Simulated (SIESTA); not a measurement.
Band structure of Zn3Ga2Te6 (C2, 11 atoms in the cell).

```xyz
11
Lattice="6.8851 -3.0319 0.0000 6.8851 3.0319 0.0000 -2.8698 0.0000 8.1755" Properties=species:S:1:pos:R:3 pbc="T T T"
Zn     2.7278    -2.0069     5.5145
Zn     8.1726    -2.0069     2.6610
Zn     5.4502     0.8268     4.0877
Ga     4.1319    -1.9470     1.3313
Ga     6.7684    -1.9470     6.8442
Te     8.9593    -0.5952     7.5639
Te     1.9410    -0.5952     0.6116
Te     4.6916    -0.4059     6.2940
Te     6.2088    -0.4059     1.8815
Te     0.6199    -0.5115     4.7718
Te    10.2805    -0.5115     3.4037
```

Method of the run: SIESTA with LDA PW92, numerical atomic orbitals TZP, PseudoDojo LDA standard norm-conserving potentials (rewritten from UPF to PSML).

Settings: XC.functional = LDA; XC.authors = PW92; potentials = PseudoDojo LDA standard; PAO.BasisSize = TZP; PAO.EnergyShift = 0.01 Ry; MeshCutoff = 400 Ry; kgrid.MonkhorstPack = 5 5 3; OccupationFunction = FD; ElectronicTemperature = 10 K; MaxSCFIterations = 150; SCF.Mixer.Method = Pulay; SCF.Mixer.Weight = 0.25; SCF.Mixer.History = 6; SCF.DM.Tolerance = 1.0E-05.

The starting cell comes from a database of computed structures (which also holds hypothetical and non-ambient phases and stackings), without a prior relaxation at this level. Spin-orbit coupling is off. Values carry the incompleteness of an atom-centred basis.

Problem. Predict the gap along the standard path and the places of the band edges.

Solution. The gap along the path is 0.53 eV, direct at Γ to within 0.01 eV. Another conduction valley lies within 0.1 eV, so the order of the valleys is not sure.

Levels in eV from the top of the valence band on the path, bands 88 to 92:
```
point     88     89     90     91    92
-----  -----  -----  -----  -----  ----
Γ      -1.28  -0.20  -0.04   0.00  0.53
Y      -1.25  -1.17  -0.77  -0.12  1.03
F      -1.23  -0.83  -0.73  -0.45  1.56
L      -1.54  -1.34  -0.87  -0.82  1.60
I      -1.45  -1.01  -0.82  -0.67  1.87
I1     -1.45  -1.01  -0.82  -0.67  1.87
Z      -1.09  -0.78  -0.66  -0.54  1.81
F1     -1.23  -0.83  -0.73  -0.45  1.56
X1     -1.25  -1.17  -0.77  -0.12  1.03
X      -1.25  -1.17  -0.77  -0.12  1.03
N      -1.06  -0.93  -0.88  -0.42  1.74
M      -1.22  -0.90  -0.64  -0.36  0.62
```

Higher empty bands are left out: an atom-centred basis made for the valence describes them poorly.
